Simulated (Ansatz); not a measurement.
The parent structure is TaSi2 (space group P6_222, No. 180).

```yaml
crystal:
  lattice:
    - [4.80299, 0.00000, 0.00000]
    - [-2.40149, 4.15951, 0.00000]
    - [0.00000, 0.00000, 6.60342]
  atoms:
    - { symbol: Ta, position: [0.50000, 0.00000, 0.00000] }
    - { symbol: Ta, position: [0.50000, 0.50000, 0.33333] }
    - { symbol: Ta, position: [0.00000, 0.50000, 0.66667] }
    - { symbol: Si, position: [0.15903, 0.31806, 0.00000] }
    - { symbol: Si, position: [0.84097, 0.15903, 0.33333] }
    - { symbol: Si, position: [0.68194, 0.84097, 0.66667] }
    - { symbol: Si, position: [0.84097, 0.68194, 0.00000] }
    - { symbol: Si, position: [0.15903, 0.84097, 0.33333] }
    - { symbol: Si, position: [0.31806, 0.15903, 0.66667] }
```

Cartesian axes are those of the cell as printed.

Level of theory: PBE (Ansatz, a first-principles code, PAW, no spin-orbit coupling).

Base values:

The volume per atom is 14.66 Å³.

The change: uniaxial stress, 5 GPa tension along z; all other stress components relax to zero.

Q: Estimate the effect on the energy relative to the base and volume per atom.

A: The energy goes up by 2.9 meV/atom; the volume per atom grows by 0.11 Å³ (14.66 Å³ → 14.77 Å³).

Without a gap, meshes like the base's 11×11×7 leave anisotropic stresses uncertain by several tenths of a GPa, and small strain energies with them. Load acts through the strain it causes; cell and atoms are relaxed under it. Stability under load was not tested beyond the relaxation. The final runs are not spin-polarised. An odd electron count without spin: TaSi2.
